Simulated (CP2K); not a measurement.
Troubleshooting CP2K: a failed run on Pt3Ti (Pm-3m, 4 atoms in the cell). The aim is a self-consistent single point with DFT PBE, GPW, DZVP-MOLOPT-SR-GTH basis, GTH-PBE potentials (GTH_POTENTIALS).

Cell that was meant: a = 3.9200 Å, b = 3.9200 Å, c = 3.9200 Å, α = 90.00°, β = 90.00°, γ = 90.00°.

Part of the input:

```
      Pt       1.96000000     1.96000000     0.00000000
    &END COORD
    &KIND Ti
      BASIS_SET DZVP-MOLOPT-LR-SR-GTH
      POTENTIAL GTH-PBE-q12
    &END KIND
    &KIND Pt
```

Output, abridged:

```
 GLOBAL| Method name                                                        CP2K
 GLOBAL| Project name                                                       calc
 GLOBAL| Run type                                                   ENERGY_FORCE

 *******************************************************************************
 *   ___                                                                       *
 *  /   \                                                                      *
 * [ABORT]                                                                     *
 *  \___/    The requested basis set <DZVP-MOLOPT-LR-SR-GTH> for element <Ti>  *
 *    |             was not found in the basis set files <BASIS_MOLOPT>        *
 *  O/|                                                                        *
 * /| |                                                                        *
 * / \                                          aobasis/basis_set_types.F:1523 *
 *******************************************************************************

 ===== Routine Calling Stack =====

            3 read_qs_kind
            2 create_qs_kind_set
            1 CP2K
Abort(1) on node 0 (rank 0 in comm 0): application called MPI_Abort(MPI_COMM_WORLD, 1) - process 0
```

**Question.** From the messages shown, name the fault and mend the input.

**Answer.** The fault is a basis or potential name that is not in the library file. The name must match an entry for that element. To fix it, correct the name. The program stopped before any SCF iteration.

An input that runs soundly differs in these lines (not the only fix; some lines may just follow from the change or write a value another way):
```diff
-      BASIS_SET DZVP-MOLOPT-LR-SR-GTH
+      BASIS_SET DZVP-MOLOPT-SR-GTH
```

With that input, the run converged in 15 iterations: free energy E − TS -11398.7138 eV; Fermi level (on the code's own zero) 15.87 eV; pressure 5.18 GPa (DFT PBE, GPW, DZVP-MOLOPT-SR-GTH basis, GTH-PBE potentials (GTH_POTENTIALS)).

On the sound input: the starting cell has typed, rounded lattice constants, without a prior relaxation at this level. Spin polarisation is off. Values carry the incompleteness of an atom-centred basis. With a pressure of about 5 GPa the cell is away from its equilibrium volume at this level.
